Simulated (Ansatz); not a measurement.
# SrVO3, response to strain

The reference is SrVO$_{3}$ in the cubic perovskite structure (space group Pm-3m, No. 221; a = 3.842 Å; ferromagnetic). Axes: x, y, z lie along the cube axes.

Strains are applied to the cell and any free atomic positions relax; under biaxial strain the out-of-plane vector relaxes too.

Computed with r2SCAN in Ansatz (plane waves to 500 eV, PAW, scalar-relativistic without spin-orbit coupling), earlier PAW set.

Notes on the quantities. pressure: mean of the normal stresses, compression positive; energy relative to the base: free energy F.

```csv
case,volume per atom,pressure,space group,energy relative to the base
base,11.34 Å³,0.0 GPa,Pm-3m (No. 221),0 meV/atom
"biaxial strain −2.53 %, plane normal [001], relaxed out of plane",11.02 Å³,6.8 GPa,P4/mmm (No. 123),+17 meV/atom
uniaxial strain ε_yy = −4.40 %,10.84 Å³,10.4 GPa,P4/mmm (No. 123),+27 meV/atom
uniaxial strain ε_zz = −5.39 %,10.73 Å³,13.3 GPa,P4/mmm (No. 123),+42 meV/atom
uniaxial strain ε_zz = +5.14 %,11.92 Å³,-8.2 GPa,P4/mmm (No. 123),+25 meV/atom
tensor shear ε_yz = −0.62 %,11.34 Å³,0.0 GPa,Cmmm (No. 65),+0.7 meV/atom
tensor shear ε_yz = +3.74 %,11.32 Å³,0.6 GPa,Cmmm (No. 65),+25 meV/atom
tensor shear ε_xy = −1.73 %,11.34 Å³,0.1 GPa,Cmmm (No. 65),+5.4 meV/atom
```

The magnetic state is the one reached from the starting moments; the real material's order can differ, and small cells can't hold many antiferromagnetic ones. Without a gap, meshes like the base's 12×12×12 leave anisotropic stresses uncertain by several tenths of a GPa, and small strain energies with them. No phonon test of stability was made. No Hubbard U is applied, and correlation can decide whether such a compound is a metal.

Ansatz is an electronic-structure program.
